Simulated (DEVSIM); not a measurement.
Device: Si p+/n-/n+ power diode, at 400 K.

```tsv
layer (left to right)	material	thickness (μm)	Nd (cm⁻³)	Na (cm⁻³)	τn (s)	τp (s)
1	Si	0.570	-	4.3e18	1.4e-7	1.4e-7
2	Si	10.0	2.3e16	-	1.4e-7	1.4e-7
3	Si	4.00	1.7e18	-	1.4e-7	1.4e-7
```

Left contact: ohmic. Right contact: ohmic. Voltage is applied to the left contact. Recombination: SRH at mid-gap, Auger. Mobility is μmin + (μ − μmin)/(1 + (N/Nref)^α).

This is a model device: material constants are rounded textbook-type values typed into the input, and sizes, dopings and lifetimes were drawn at random. Values at 300 K; Nc and Nv go as T^1.5, mobilities as T to minus their exponent, the gap by Varshni's rule with the affinity fixed.

| parameter | Si |
|---|---|
| gap (eV) | 1.124 |
| affinity (eV) | 4.05 |
| permittivity | 11.7 |
| Nc (cm⁻³) | 2.86e19 |
| Nv (cm⁻³) | 3.1e19 |
| μn (cm²/Vs) | 1417 |
| μp (cm²/Vs) | 470 |
| μn,min | 52 |
| μp,min | 45 |
| Nref,n | 9.7e16 |
| Nref,p | 2.2e17 |
| αn | 0.68 |
| αp | 0.72 |
| T exponent of μn | 2.3 |
| T exponent of μp | 2.2 |
| Cn (cm⁶/s) | 2.8e-31 |
| Cp (cm⁶/s) | 9.9e-32 |
| Varshni α (eV/K) | 0.000473 |
| Varshni β (K) | 636 |

Model (solved in DEVSIM): 1D drift-diffusion, Boltzmann statistics, complete ionisation; no tunnelling, impact ionisation, image-force lowering or self-heating.

Base results: dark forward voltage at 1 A/cm² (V) 0.469; dark forward voltage at 100 A/cm² (V) 0.690; potential step across the device at zero bias (V) 0.901.

**Question.** What follows from this one change: temperature 400 → 300 K?

**Answer.** dark forward voltage at 1 A/cm² 0.469 → 0.674 V; dark forward voltage at 100 A/cm² 0.690 → 0.838 V; potential step across the device at zero bias 0.901 → 1.000 V.

**Question.** What follows from this one change: thickness of layer 2 10 → 30 μm?

**Answer.** dark forward voltage at 1 A/cm² 0.469 → 0.460 V; dark forward voltage at 100 A/cm² 0.690 → 0.696 V; potential step across the device at zero bias little changed (0.901 V).

**Question.** What follows from this one change: constant mobility in place of the doping-dependent one?

**Answer.** dark forward voltage at 1 A/cm² 0.469 → 0.456 V; dark forward voltage at 100 A/cm² 0.690 → 0.649 V; potential step across the device at zero bias little changed (0.901 V).
